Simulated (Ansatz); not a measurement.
The parent structure is WSe2 (space group P6_3/mmc, No. 194; a = 3.230 Å, c = 12.411 Å; layered, stacked along the Cartesian z axis). Axes: x lies along a and z along c of the hexagonal cell.

Method: PBEsol-D3(BJ) (Ansatz, a program for electronic structure, PAW, scalar-relativistic without spin-orbit coupling).

Before the change:

| Quantity | Result |
|---|---|
| Hole mass | 1.5 mₑ along c, 0.60 mₑ across (at Γ) |
| Pressure | 0.0 kbar |

Modification: the cell is stretched by 0.60 % along x with no lateral relaxation, atoms relaxed at fixed cell.

Problem. Estimate the effect on the hole mass and pressure.

Solution. The hole mass becomes 0.56 mₑ along x, 0.61 mₑ along y, 1.6 mₑ along z (at Γ) (base: 1.5 mₑ along c, 0.60 mₑ across (at Γ)); the pressure (mean of the normal stresses, compression positive) goes from zero to -5.6 kbar.

Spin-orbit coupling, missing from the scalar runs, can matter with W. The levels and masses belong to the bands next to the band gap. The cells carry an imposed strain or load. Effective masses come from finite differences of ±0.01 Å⁻¹. Whether these cells are dynamically stable was not tested.
